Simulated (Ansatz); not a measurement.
This concerns the energy of the reaction as written. Reaction: 1/3 cell B + 1/3 cell C → cell A. Negative: the products are lower in energy.

Cell A: a slab of TiAl (P4/mmm) cut along (101), 9 atoms, rectangular cell of 2.82 × 4.96 Å (14.0 Å²), symmetry Pm, 8.1 Å thick under 16 Å of vacuum, in-plane vectors held at the crystal's; planes from bottom to top: TiAl × 4 | N, its two faces unlike (dipole correction applied); added, foreign or displaced atoms, above the top plane: N bound to 2 Ti at 1.85 Å and 1 Al at 1.89 Å; spin state with PBE: run without spin, k-point mesh 16×9×1.
```xyz
9
Lattice="2.8237 0.0000 0.0000 0.0000 4.9581 0.0000 0.0000 0.0000 24.0837" Properties=species:S:1:pos:R:3 pbc="T T T"
Ti     1.4119     1.0236     8.0520
Al     0.0000     3.4882     7.9056
Ti     1.4119     4.3944    10.2981
Al     0.0000     1.9085    10.2881
Ti     1.4119     2.7713    12.5798
Al     0.0000     0.2806    12.6358
Ti     1.4119     1.1164    15.1363
Al     0.0000     3.5621    15.0393
N      0.0000     1.9312    16.0012
```

Cell B: a slab of TiAl (P4/mmm) cut along (101), 17 atoms, rectangular cell of 2.82 × 9.92 Å (28.0 Å²), symmetry Pm, 8.2 Å thick under 16 Å of vacuum, in-plane vectors held at the crystal's; planes from bottom to top: Ti2Al2 × 4 | N, its two faces unlike (dipole correction applied); added, foreign or displaced atoms, above the top plane: N bound to 2 Ti at 1.85 Å and 1 Al at 1.90 Å; spin state with PBE: run without spin, k-point mesh 16×5×1.
```
CELL_PARAMETERS angstrom
      2.82370     0.00000     0.00000
      0.00000     9.91628     0.00000
      0.00000     0.00000    24.08375
ATOMIC_POSITIONS crystal
  Ti 0.50000 0.60051 0.33239
  Al 0.00000 0.34896 0.32774
  Ti 0.50000 0.44142 0.42596
  Al 0.00000 0.19200 0.42927
  Ti 0.50000 0.28053 0.52467
  Al 0.00000 0.02713 0.52825
  Ti 0.50000 0.11870 0.63098
  Al 0.00000 0.85492 0.62197
  Ti 0.50000 0.10243 0.33641
  Al 0.00000 0.85144 0.32897
  Ti 0.50000 0.94333 0.43000
  Al 0.00000 0.69179 0.42541
  Ti 0.50000 0.77555 0.52131
  Al 0.00000 0.52704 0.52087
  Ti 0.50000 0.60557 0.61368
  Al 0.00000 0.36999 0.63064
  N  0.00000 0.20037 0.66708
```

Cell C: a stack of composition Ti4Al4N2 on the in-plane vectors of TiAl (P4/mmm) (101), but not a cut of that crystal, 10 atoms, rectangular cell of 2.82 × 4.96 Å (14.0 Å²), symmetry Pm, 8.4 Å thick under 16 Å of vacuum, so it may be strained; planes from bottom to top: Al | Ti × 2 | Al × 2 | Ti | N | Ti | AlN, its two faces unlike (dipole correction applied); foreign atoms: N bound to 4 Ti at 2.01–2.04 Å and 2 Al at 2.13 Å; N bound to 2 Al at 1.83 Å and 2 Ti at 1.89–2.21 Å; a model cell; spin state with PBE: run without spin, k-point mesh 16×9×1.
```yaml
crystal:
  lattice:
    - [2.82370, 0.00000, 0.00000]
    - [0.00000, 4.95814, 0.00000]
    - [0.00000, 0.00000, 24.08375]
  atoms:
    - { symbol: Ti, position: [0.50000, 0.50777, 0.35206] }
    - { symbol: Al, position: [0.00000, 0.00830, 0.31918] }
    - { symbol: Ti, position: [0.50000, 0.00857, 0.42204] }
    - { symbol: Al, position: [0.00000, 0.50932, 0.45262] }
    - { symbol: Ti, position: [0.50000, 0.54226, 0.56109] }
    - { symbol: Al, position: [0.00000, 0.00627, 0.51929] }
    - { symbol: Ti, position: [0.50000, 0.02956, 0.61983] }
    - { symbol: Al, position: [0.00000, 0.45757, 0.66753] }
    - { symbol: N, position: [0.00000, 0.28168, 0.58703] }
    - { symbol: N, position: [0.50000, 0.67488, 0.64887] }
```

Plane-wave PAW calculations with Ansatz (a program for electronic structure), its default PAW set, cutoff 420 eV, 500 eV for r2SCAN. The structures are at rest with PBE, within the held lattices; other levels are single points on them. Neutral cells; Fermi-Dirac smearing of at most 0.10 eV in the solids, energies taken to zero width. The lattices are those relaxed with PBE or held as stated, so at other levels the solids can be strained, which adds to the spread. A dispersion term (D3(BJ), or D4 for r2SCAN) was computed beside these levels and is taken off wherever the name lacks it. Nuclei at rest; no vibrational terms. Cells are local rest points, mostly with their start's symmetry. Values are for these cell sizes. The cells' k-point meshes differ in density, so the last digit is unsettled. Cell A has symmetry Pm and got no random move, so less symmetric positions, which may lie lower, weren't tried. Cell B has symmetry Pm and got no random move, so less symmetric positions, which may lie lower, weren't tried. Cell C has symmetry Pm and got no random move, so less symmetric positions, which may lie lower, weren't tried.

Problem. Estimate the value that r2SCAN returns for this input.

Solution. 0.16 eV, for 1/3 cell B + 1/3 cell C → cell A.

Problem. List the value at the remaining levels and say how far they part.

Solution. 
```
Level  value (eV)  less r2SCAN
-----  ----------  -----------
PBE          0.12        -0.04
```

The levels span only 0.04 eV, too little to tell them apart.
